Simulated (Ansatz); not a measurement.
By PBEsol, the system below comes out a metal.

```
AlTi
1.0
    3.97500     0.00000     0.00000
    0.00000     4.06642     0.00000
    1.98750     0.00000     1.98750
Ti Al
1 1
Direct
  0.50000   0.50000   0.00000
  0.00000   0.00000   0.00000
```

The cell is taken as given; by PBEsol it stands under a pressure of -2.1 GPa.

The current flows along the normal of the first two printed cell vectors, the (110) plane of the conventional cell. No spin-orbit coupling; the value is a mean over 0.1 eV about the Fermi level.

Predict the ballistic conductance per area from PBEsol (Ansatz, a quantum-chemistry and plane-wave program).

0.88 × 10¹⁵ S/m² for both spins.
